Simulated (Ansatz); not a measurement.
Given:

```xyz
2
Lattice="4.0329 0.0000 0.0000 0.0000 4.0329 0.0000 0.0000 0.0000 4.0329" Properties=species:S:1:pos:R:3 pbc="T T T"
Tl     0.0000     0.0000     0.0000
Br     2.0165     2.0165     2.0165
```

No spin polarisation.

Method: PBE (Ansatz, a program for electronic structure; PAW; 420 eV plane waves; scalar-relativistic without spin-orbit coupling). Γ-centred 8×8×8 mesh, Fermi–Dirac width 0.05 eV.

**Question.** Predict the hole mass, pressure, space group and band gap.

**Answer.** The hole mass is 0.29 mₑ along k, 0.50 mₑ across (at X). The pressure is 3.0 kbar. The space group comes out as Pm-3m (No. 221) and the band gap is 1.96 eV.

With Tl present, leaving out spin-orbit coupling can change the band edges. The cells carry an imposed strain or load. Effective masses come from finite differences of ±0.01 Å⁻¹. Along k means along the line from Γ to the band edge. Stability against distortions was not tested. The cell was made from TlBr in the CsCl type structure (space group Pm-3m, No. 221) by this change: isotropic strain −0.50 %.
